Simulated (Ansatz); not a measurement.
Worked example: self-consistent single point of YbPb3 (Pm-3m, 4 atoms in the cell) in Ansatz (an electronic-structure program).

Method: PBEsol, default PAW files made with PBE (plane waves; Ansatz).

```
YbPb3
1.0
    4.85900     0.00000     0.00000
    0.00000     4.85900     0.00000
    0.00000     0.00000     4.85900
Pb Yb
3 1
Direct
  0.00000   0.50000   0.50000
  0.50000   0.00000   0.50000
  0.50000   0.50000   0.00000
  0.00000   0.00000   0.00000
```
Moments meant for the start (each program seeds them in its own way; μB, in the order of the atoms Pb Pb Pb Yb): 0.0 0.0 0.0 1.0.

Reference input (self-consistent single point, DFT, PBEsol, plane waves, default PAW files made with PBE): basis.ecutwfc = 420 eV; kpoints.mp_grid.grid = 9 9 9; hamiltonian.xc = pbesol; hamiltonian.pseudopotentials = {kind: paw} (the program's default PAW files); magnetization.spin_polarized = true; scf.occupations.method = methfessel_paxton; scf.occupations.width = 0.136 eV. This run's input differs from it in these lines:

Ansatz 0.2 input:
```diff
@@ -14,3 +14,3 @@
 kpoints:
-  mp_grid: { grid: [9, 9, 9] }
+  mp_grid: { grid: [11, 11, 11] }
 hamiltonian:
@@ -21,3 +21,3 @@
 scf:
-  occupations: { method: methfessel_paxton, width: 0.136 eV }
+  occupations: { method: methfessel_paxton, width: 0.3 eV }
 output:
```

Output (repeated stretches shortened):

```
SCF iter   1: F=—  HF=-48942.827825 eV  |F-HF|=—  |Δ(HF+E_count)|=         —  Δρ=1.79e-2 (↑1.79e-2 ↓1.15e-2)  dr2=3.28e-1  dr2_m=1.75e-1  M=0.235 μB ∫|m|=0.249 μB  β_m=0.30  ethr=4.92e-4  ⟨swp⟩=1.2  Hψ=24508  notcnv=0
Mixer restart at iter 1: flushing history
all-band conjugate gradients solve this SCF's bands
preconditioner: auto → Kerker (q_TF=auto, 2.488 Å⁻¹)
spin=Collinear: Kerker preconditioning applied to the charge; magnetization (m = ρ↑ − ρ↓) channel mixes plain (no charge-response kernel on spin).
   [... lines left out ...]
SCF iter  21: F=—  HF=-48942.663661 eV  |F-HF|=—  |Δ(HF+E_count)|=   5.57e-8  S|Δr|=    0.00e0  Δρ=6.25e-6 (↑5.00e-6 ↓6.25e-6)  dr2=1.68e-7  dr2_m=4.81e-10  M=0.000 μB ∫|m|=0.000 μB  β_m=0.85  ethr=2.65e-9  ⟨swp⟩=1.9  Hψ=5021  notcnv=0
SCF iter  22: F=-48942.663661 eV  HF=-48942.663661 eV  |F-HF|=2.44e-9  |Δ(HF+E_count)|=   1.46e-8  S|Δr|=    0.00e0  Δρ=1.19e-6 (↑1.19e-6 ↓9.54e-7)  dr2=7.33e-9  dr2_m=3.01e-11  M=0.000 μB ∫|m|=0.000 μB  ethr=1.52e-10  ⟨swp⟩=10.0  Hψ=22100  notcnv=0
SCF 1 converged in 22 iterations: F = -48942.663661 eV  dr2 = 7.33e-9
WARN: the starting moments were not kept: the SCF closed with an absolute magnetisation of 7.2e-6 μB, where they sum to 1 μB in size (1 site) …
   [... lines left out ...]
Absolute magnetization: 0.0000 μB (∫|ρ↑−ρ↓|, with the PAW one-centre terms)
Free energy (F): -48942.663661 eV
Fermi energy:    12.070630 eV
   [... lines left out ...]
  atom   1  Pb     0.00000000    -0.00000000     0.00000000
   [... zero for the other atoms too ...]
--- Stress (GPa, compression-positive) ---
       -1.452666       0.000000       0.000000
        0.000000      -1.452666       0.000000
        0.000000       0.000000      -1.452666
  P = ⅓ Tr σ = -1.4527 GPa (-14.527 kbar)
  The stress holds the Pulay correction. Without it, at fixed plane waves, as pw.x and ABINIT print it: P = -1.4821 GPa
```

The run converged in 22 iterations. Against the reference run the free energy rises by 23.1 meV/atom and the pressure goes from -1.26 to -1.45 GPa.

The starting cell comes from a database of published, mostly measured structures (it also holds non-ambient and calculated ones), without a prior relaxation at this level. The starting moments vanished: the run ended non-magnetic, which need not be the lowest state. The program warned that a starting moment was not kept. Ansatz's pressure includes its estimate of the finite-basis (Pulay) stress.

Cost on one core of a shared machine: roughly 60 s.
